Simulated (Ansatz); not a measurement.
Co on the (0001) surface of wurtzite GaN (2x2 Ga adatom at T4; a constructed slab, bottom: 3 H on 4 bottom sites), one in a cell of 36 Å², energies for each. Energies are against an atom of hcp Co, ferromagnetic, without zero-point or thermal terms; each row is named by its start (#2, #3: further inequivalent places of a kind).

Host crystal: wurtzite GaN, with a band gap (PBE, scalar-relativistic without spin-orbit coupling).

Method: PBE (plane waves to 420 eV, PAW; Ansatz, a quantum-chemistry and plane-wave program).

Set-up: 45 atoms, 13.9 Å thick at the start with caps and adatoms under the adsorbate (thin: gaps and levels are the slab's own); mesh 4x4x1; 0.01 eV smearing; dipole correction on; 23 atoms held, the rest relaxed; each run with such symmetry as its start has; spin-polarised, no spin-orbit, no U, no dispersion correction.

A negative adsorption energy means that the adsorbate is more stable on the surface than in its reference. Starts that drift may end in the same place. Heights count from the host atoms within 0.3 Å of the top one. Moments of ungapped slabs depend on the mesh.

| starting site | E_ads (eV) | height (Å) | nearest host atom (Å) | bonded to | change of the vacuum step (eV) | lateral drift (Å) | moment (μB) |
|---|---|---|---|---|---|---|---|
| top Ga | 2.18 | 0.36 | Ga 2.34 | 2 Ga | -0.42 | 2.0 | 1.1 |
| over Ga at depth 1.7 Å | 2.18 | 0.37 | Ga 2.34 | 2 Ga | -0.42 | 0.1 | 1.1 |
| over Ga at depth 1.7 Å #2 | 2.18 | 0.36 | Ga 2.34 | 2 Ga | -0.42 | 0.2 | 1.1 |
| hollow Ga-Ga-Ga | 2.22 | -0.24 | Ga 2.51 | 3 Ga | -0.60 | 0.0 | 1.1 |
| hollow Ga-Ga-Ga over Ga at depth 2.1 Å | 1.83 | -0.35 | N 2.38 | 3 Ga | (withheld) | 1.8 | 1.5 |

**Question.** Fill in the missing entries.

**Answer.** 
- hollow Ga-Ga-Ga over Ga at depth 2.1 Å, change of the vacuum step (eV): -0.46
